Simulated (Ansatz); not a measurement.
System: NaF (model structure, started from the wurtzite type, P6₃/mmc, No. 194, 4 atoms in the cell). Method: r²SCAN (Ansatz, a quantum-chemistry and plane-wave program, plane waves, PAW).

Numerical settings: plane-wave cutoff 560 eV, 12×12×6 k mesh (along the axes of the cell as run), Fermi–Dirac smearing 0.01 eV, scalar-relativistic PAW data made under PBE.

Computed at the level's own relaxed cell.

```yaml
crystal:
  lattice:
    - [3.86870, 0.00000, 0.00000]
    - [-1.93435, 3.35039, 0.00000]
    - [0.00000, 0.00000, 4.55211]
  atoms:
    - { symbol: Na, position: [0.66667, 0.33333, 0.06260] }
    - { symbol: Na, position: [0.33333, 0.66667, 0.56260] }
    - { symbol: F, position: [0.66667, 0.33333, 0.56260] }
    - { symbol: F, position: [0.33333, 0.66667, 0.06260] }
```

Question: List the 16 lowest band energies at Γ above −25 eV (eV, relative to the valence band maximum), grouping those that round alike.

Answer: At Γ: -20.24, -20.03, -19.54, -19.50 (×2), -19.45 (×2), -19.41, -1.11, -0.60 (×2), -0.30 (×2), 0.00, 6.33, 13.68.

Note: the relaxation could raise the start's symmetry but not lower it, so the cell can be a saddle point.

A model structure was made by putting elements into a prototype or built by hand; it is no filed structure, need not be a known phase, and can be a saddle point held by its symmetry.
